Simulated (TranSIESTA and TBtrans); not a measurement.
## Si chain with a Cl atom beside one bond

Device: Si chain with a Cl atom beside one bond. Leads: straight Si chain, spacing 2.25 Å. Geometry: 3 atoms about the centre moved by SIESTA (PBE, DZP) to a largest force of 0.01 eV/Å, all others as built.

TranSIESTA and TBtrans, PBE, DZP numerical orbitals (energy shift 0.15 eV), PseudoDojo norm-conserving scalar-relativistic potentials, mesh cutoff 200 Ry, 300 K, no spin polarisation, no spin-orbit coupling; self-consistent non-equilibrium Green functions.

```
Quantity                           Result
---------------------------------  ------
Conductance at 300 K (G0 = 2e²/h)    1.93
Mean T from −0.5 to 0.5 eV           1.93
```

Energies count from the leads' Fermi level. Transmissions are for one spin of a degenerate pair. The energy step is 0.01 eV; narrower resonances are cut or missed.

| E (eV) | T | lead channels |
|---|---|---|
| -2.00 | 0 | 0 |
| -1.80 | 0 | 0 |
| -1.60 | 0 | 0 |
| -1.40 | 0 | 0 |
| -1.20 | 0.90 | band edge |
| -1.00 | 1.76 | 3 |
| -0.80 | 1.86 | 3 |
| -0.60 | 1.93 | 3 |
| -0.40 | 1.95 | 3 |
| -0.20 | 1.95 | 3 |
| 0.00 | 1.93 | 3 |
| 0.20 | 1.91 | 3 |
| 0.40 | 1.90 | 3 |
| 0.60 | 1.90 | 3 |
| 0.80 | 1.91 | 3 |
| 1.00 | 1.94 | 3 |
| 1.20 | 1.96 | 3 |
| 1.40 | 1.98 | 3 |
| 1.60 | 2.00 | 3 |
| 1.80 | 2.02 | 3 |
| 2.00 | 2.04 | 3 |

The straight chain is held at its spacing; free chains may zigzag or dimerise. No spin-polarised start was tried, so a magnetic state, if there is one, is missed.
